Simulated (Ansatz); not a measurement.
We consider cubic perovskite CsPbCl3 (cubic high-temperature phase), described by PBEsol+SOC (Ansatz, a program for electronic structure, PAW).

Numerical settings: plane-wave cutoff 520 eV, 6×6×6 k mesh, Fermi–Dirac smearing 0.01 eV, PAW data made under PBE.

A third-order Birch–Murnaghan fit to the energies gives V0 = 35.305 Å³/atom, B0 = 25.0 GPa, B′ = 4.7.

```json
[
 {"V (Å³/atom)": "33.187", "P (GPa)": "?"},
 {"V (Å³/atom)": "33.893", "P (GPa)": "?"},
 {"V (Å³/atom)": "34.599", "P (GPa)": "0.529"},
 {"V (Å³/atom)": "35.305", "P (GPa)": "0.000"},
 {"V (Å³/atom)": "36.011", "P (GPa)": "?"},
 {"V (Å³/atom)": "36.717", "P (GPa)": "-0.893"},
 {"V (Å³/atom)": "37.423", "P (GPa)": "-1.268"}
]
```

Estimate the withheld pressures from this fit; the answers are the runs' own values.


- 33.187, P (GPa): 1.787
- 33.893, P (GPa): 1.122
- 36.011, P (GPa): -0.472

The formula P = (3/2) B0 (x^(7/3) − x^(5/3)) [1 + (3/4)(B′ − 4)(x^(2/3) − 1)] with x = V0/V meets the computed pressures within 0.01 GPa when these rounded values are put in.

Note: the relaxation could not lower the start's symmetry, so the cell can be a saddle point above a distorted one.

The result took around 8 core-minutes (rough).
